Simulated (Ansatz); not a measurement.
Start from Mo in the bcc (W type) structure (space group Im-3m, No. 229; a = 3.1612 Å; relaxed with 0.1 eV smearing).

The values are results of Ansatz (a quantum-chemistry and plane-wave program) PBE, without spin-orbit coupling, earlier PAW set, not measurements.

For the base:

```
Quantity   Result
--------  -------
Pressure  0.0 GPa
Band gap     zero
```

It is then changed as follows: every lattice vector is shortened by 2.41 %; the atoms relax in the strained cell.

Problem. Predict the new energy relative to the base.

Solution. The energy goes up by 72 meV/atom.

Problem. Estimate the effect on the pressure.

Solution. The pressure goes from zero to 22.1 GPa.

Problem. How does this affect the band gap?

Solution. The band gap stays zero.

Whether these cells are dynamically stable was not tested. All final runs are without spin polarisation.
